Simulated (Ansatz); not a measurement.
**ZrSi (model structure, started from the FeSi type, P2₁3, No. 198, 8 atoms in the cell): lattice parameter a by level of theory**

No measured value is used here.

```
level (code)         value (Å)
-------------------  ---------
PBE (Ansatz)                 ?
PBEsol (Ansatz)          5.262
PBE-D3(BJ) (Ansatz)      5.252
```

### Question
Fill in the missing entries.

### Answer

- PBE (Ansatz, a first-principles code), value (Å): 5.316

Ansatz's density-functional and Hartree–Fock values are scalar-relativistic unless marked +SOC, with PAW data made under PBE.

A model structure was made by putting elements into a prototype or built by hand; it is no filed structure, need not be a known phase, and can be a saddle point held by its symmetry.
